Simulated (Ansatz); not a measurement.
System: Be₃Co (model structure, started from the Cu3Au type, Pm-3m, No. 221, 4 atoms in the cell). Method: r²SCAN in Ansatz (plane waves, PAW).

Input file:

Ansatz 0.2 input:
```yaml
crystal:
  lattice:
    - [3.2267743452, 0.0, 0.0]
    - [0.0, 3.2267743452, 0.0]
    - [0.0, 0.0, 3.2267743452]
  atoms:
    - { symbol: Be, position: [0.0, 0.5, 0.5], spin: 0.0 }
    - { symbol: Be, position: [0.5, 0.5, 0.0], spin: 0.0 }
    - { symbol: Be, position: [0.5, 0.0, 0.5], spin: 0.0 }
    - { symbol: Co, position: [0.0, 0.0, 0.0], spin: 3.0 }
basis:
  ecutwfc: 560
  ecutrho_ratio: 4
  xc_grid: 3
kpoints:
  mp_grid: { grid: [18, 18, 18] }
hamiltonian:
  xc: r2scan
  dispersion: none
  pseudopotentials: { kind: paw }
scf:
  occupations: { method: fermi_dirac, width: 0.05 }
output:
  forces: true
  stress: true
  eigenvalues: true
magnetization:
  spin_polarized: true
relax:
  f_tol: 0.004
  escape_saddle: false
  max_steps: 80
```

Excerpt of the program's output:

```
WARN output.stress: scf.convergence.dr2_threshold = 1e-7 eV (the SCF's general default) is looser than the 4e-10 eV advised for a printed stress (1e-10 eV for …
Relaxation: its limit of steps is 80 (relax.max_steps)
Crystal: 4 atoms, lattice volume = 33.597 Å³
Basis set: ecut = 560 eV, 1021 PW (Γ), exchange–correlation on 75×75×75 points (27 copies of the dense FFT grid, shifted against one another)
Bands: 17, of which v1, the nominal top of the filled ones, is band 12 counted from 1 (11 counted from 0)
Symmetry: 48 space group operations
Space group: Pm-3m (ITA 221), of the structure as read, at distance tolerance 3.2e-5 Å
k-points: 220 of 5832
Initial density: superposition of atomic densities (chi_scale 0.1, normalization cell)
Functional: x = r2scan, c = r2scan; τ floored in thin density (d = 2e-4 eV/Å³)
SCF 1 converged in 19 iterations: F = -5412.183610 eV  dr2 = 5.93e-10
relax step   1: F+E_penalty+E_count = -5412.18360957 eV  Δ(F+E_penalty+E_count) = +0.000e0 eV  max|allowed force component| = 1.705e-30 eV/Å  Δτ_max = 0.0000 Å  (19 SCF iters, accepted)
Crystal: 4 atoms, lattice volume = 33.597 Å³
Initial density: handed on by an earlier stage of this run
SCF 2 converged in 2 iterations: F = -5412.183610 eV  dr2 = 6.61e-10
SCF converged after 2 iterations
Magnetization: 1.3711 μB (12.1856 up, 10.8144 down)
Free energy (F): -5412.183610 eV
Internal energy: -5412.169420 eV  (E = F + TS)
E sigma→0 (E₀):  -5412.176515 eV
Fermi energy:    11.625878 eV
--- Forces (eV/Å), atoms counted from 1 ---
  atom   1  Be     0.00000000     0.00000000    -0.00000000
  atom   2  Be    -0.00000000     0.00000000    -0.00000000
  atom   3  Be    -0.00000000    -0.00000000     0.00000000
  atom   4  Co    -0.00000000     0.00000000     0.00000000
--- Stress (GPa, compression-positive) ---
        1.422009       0.000000       0.000000
        0.000000       1.422009       0.000000
        0.000000       0.000000       1.422009
  P = ⅓ Tr σ = 1.4220 GPa (14.220 kbar)
```

The cell is one volume of an energy–volume scan, off the minimum.

The PAW data were made under PBE.

The run is spin-polarised with parallel starting moments, which need not be the measured order.

Note: the magnetic order was assumed, not searched for or taken from measurement. Note: the relaxation could raise the start's symmetry but not lower it, so the cell can be a saddle point.

It cost about 80 core-seconds (a rough figure) of CPU time.

A model structure was made by putting elements into a prototype or built by hand; it is no filed structure, need not be a known phase, and can be a saddle point held by its symmetry.

Ansatz is a quantum-chemistry and plane-wave program.
